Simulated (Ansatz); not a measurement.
Structures of equal composition on the (111)B surface of zinc-blende InAs (As plane on top): 2x2 As adatom at H3; 2x2 As adatom at T1; 2x2 As adatom at T4. The slabs share one bottom face, and each structure is named by its start. These are constructed structures in small cells; real faces may alloy, dewet or reconstruct in larger ones, and not all known structures of the face are among them. Slabs of about 15 Å with all that they carry, Fermi-Dirac smearing of 0.025 eV. Bottom of the slabs: H caps. Relaxed from the named starts with such symmetry as they have, on meshes of like density; energies extrapolated to zero smearing; no spin-orbit coupling, no U. Spin-polarised runs, if any, are marked in brackets, and their order is one that fits the cell; the others ran without spin. Where a second, spin-polarised start was run, the lower counts.

Host crystal: zinc-blende InAs, a metal or without a clear band gap (PBE, scalar-relativistic without spin-orbit coupling).

All values below come from PBE (plane waves to 420 eV, PAW; Ansatz, a first-principles code).

Question: Rank these by energy per 1x1 cell (lowest first), as PBE gives it.

Answer: 2x2 As adatom at T4 (0.000 eV (3 As–As bonds formed), a narrow gap of 0.09 eV by band count), 2x2 As adatom at H3 (0.095 eV, a narrow gap of 0.17 eV by band count), 2x2 As adatom at T1 (0.342 eV, a narrow gap of 0.06 eV by band count)
